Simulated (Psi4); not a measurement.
Psi4 1.11, PBE/def2-svp: La(F)2(Me) ([CH3][La]([F])[F]), 7 atoms. The geometry is a generated start, not checked to be a minimum at this level.

```
Quantity                                              Value
--------------------------  -------------------------------
task                                                 energy
method                                                  pbe
basis                                              def2-svp
memory                                                 3 GB
maxiter                                                 100
keys of the molecule block                      symmetry c1
scf_type                                       df (default)
e_convergence                               1e-06 (default)
d_convergence                               1e-06 (default)
dft_radial_points                              75 (default)
dft_spherical_points                          302 (default)
effective core potentials   those of the basis set, past Kr
basis functions                                          89
grid points                                          152590
```

```xyz
7

La    -0.9911     0.5632    -0.6645
F     -2.8597    -0.1465    -0.9513
F     -0.9761     2.3476    -1.6168
C      0.9689    -0.5571     0.6497
H      1.3674     0.0876     1.4385
H      1.8193    -0.8053     0.0077
H      0.6713    -1.4895     1.1367
```

Charge 0 and multiplicity 1 are set for this test and not shown to be the ground state.

With the defaults (diis = true, scf_initial_accelerator = adiis, damping_percentage = 0, guess = auto, which took SAD, soscf = false, diis_max_vecs = 10) it converges in 10 SCF iterations. One run each on 2 threads, with these changes:
- diis_max_vecs = 6
- scf_initial_accelerator = none
- damping_percentage = 20
- scf_initial_accelerator = ediis
- diis = false, scf_initial_accelerator = none, damping_percentage = 60
- guess = sapgau
- guess = gwh
- guess = sap
- soscf = true

Problem. Name the settings that don't reach the solution of the defaults.

Solution. No convergence: diis = false, scf_initial_accelerator = none, damping_percentage = 60 (the run ends without SCF convergence in 100 iterations). The rest reach the solution of the defaults.

```json
[
 {"setting": "soscf = true", "SCF iterations": "8", "JK calls": "29", "end": "same solution"},
 {"setting": "the defaults", "SCF iterations": "10", "JK calls": "11", "end": "same solution"},
 {"setting": "scf_initial_accelerator = none", "SCF iterations": "10", "JK calls": "11", "end": "same solution"},
 {"setting": "scf_initial_accelerator = ediis", "SCF iterations": "10", "JK calls": "11", "end": "same solution"},
 {"setting": "diis_max_vecs = 6", "SCF iterations": "10", "JK calls": "11", "end": "same solution"},
 {"setting": "guess = gwh", "SCF iterations": "14", "JK calls": "14", "end": "same solution"},
 {"setting": "guess = sap", "SCF iterations": "15", "JK calls": "15", "end": "same solution"},
 {"setting": "guess = sapgau", "SCF iterations": "15", "JK calls": "15", "end": "same solution"},
 {"setting": "damping_percentage = 20", "SCF iterations": "20", "JK calls": "21", "end": "same solution"},
 {"setting": "diis = false, scf_initial_accelerator = none, damping_percentage = 60", "SCF iterations": "100", "JK calls": "101", "end": "no convergence"}
]
```

An SOSCF iteration holds several JK calls; a Hückel guess adds calls on atoms. 1 further run of the study ended by our limits or in an error and is left out.
